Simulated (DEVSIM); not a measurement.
Structure: Schottky contact on p-type In0.53Ga0.47As, at 250 K.

Layer 1 from the left is In0.53Ga0.47As, thickness (μm) 7.80, Na (cm⁻³) 3.1e15, τn (s) 4.3e-9, τp (s) 4.3e-9. Layer 2 from the left is In0.53Ga0.47As, thickness (μm) 49.0, Na (cm⁻³) 1e18, τn (s) 4.3e-9, τp (s) 4.3e-9.

Left contact: Schottky, work function 4.66 eV, emission velocity 5.6e6 cm/s. Right contact: ohmic. Voltage is applied to the left contact. Recombination: SRH at mid-gap, radiative, Auger. Mobility is constant in doping.

The device is made up for the run: typed textbook-type constants, with dimensions and the other settings drawn at random. Values at 300 K; Nc and Nv go as T^1.5, mobilities as T to minus their exponent, the gap by Varshni's rule with the affinity fixed.

In0.53Ga0.47As: gap (eV) 0.74, affinity (eV) 4.51, permittivity 13.9, Nc (cm⁻³) 2.1e17, Nv (cm⁻³) 7.7e18, μn (cm²/Vs) 12000, μp (cm²/Vs) 300, T exponent of μn 1.6, T exponent of μp 1.6, B (cm³/s) 9.6e-11, Cn (cm⁶/s) 5e-29, Cp (cm⁶/s) 5e-29, Varshni α (eV/K) 0.00035, Varshni β (K) 190.

DEVSIM, 1D drift-diffusion, Boltzmann statistics, complete ionisation; no tunnelling, impact ionisation, image-force lowering or self-heating. Metal contacts follow the ideal Schottky-Mott rule: no Fermi-level pinning, no interface dipoles.

Dark forward current:

| |V| (V) | |J| (A/cm²) |
|---|---|
| 0.05 | 2.286e-5 |
| 0.10 | 0.0002090 |
| 0.15 | 0.001903 |
| 0.20 | 0.01773 |
| 0.25 | 0.1608 |
| 0.30 | 1.209 |
| 0.35 | 5.256 |
| 0.40 | 12.76 |
| 0.45 | 22.64 |
| 0.50 | 34.78 |
| 0.55 | 49.55 |
| 0.60 | 67.11 |
| 0.65 | 87.42 |
| 0.70 | 110.1 |
| 0.75 | 134.5 |
| 0.80 | 159.6 |
| 0.85 | 184.7 |
| 0.90 | 209.1 |
| 0.95 | 232.6 |
| 1.00 | 255.2 |
| 1.05 | 276.8 |
| 1.10 | 297.5 |
| 1.15 | 317.4 |
| 1.20 | 336.5 |
| 1.25 | 355.1 |
| 1.30 | 373.0 |

### Question
Work out the local ideality factor n = ΔV / (kT/q · ln(J2/J1)) between the rows 0.10 and 0.15 V, 0.15 and 0.20 V, 1.25 and 1.30 V.

### Answer
kT/q = 21.54 mV. From 0.10 to 0.15 V: ln(0.001903/0.0002090) = 2.209, n = 1.05, near the 1 of diffusion or emission over a barrier. From 0.15 to 0.20 V: ln(0.01773/0.001903) = 2.232, n = 1.04, near the 1 of diffusion or emission over a barrier. From 1.25 to 1.30 V: ln(373.0/355.1) = 0.049, n = 47.20.

### Question
Estimate the current at 0.15 V for emission alone, J0 = q v N_band exp(−φB/kT), and read the barrier back from the simulated current.

### Answer
φB = 0.605 eV, N_band = 5.86e18 cm⁻³, J0 = 3.40e-6 A/cm²; J = J0 (exp(qV/kT) − 1) = 0.00359 A/cm². The simulation gives 0.00190 A/cm²; the estimate lies 89 % above. Read backwards, the simulated current gives an apparent barrier of 0.618 eV. The estimate leaves out transport through the depletion region and minority injection.
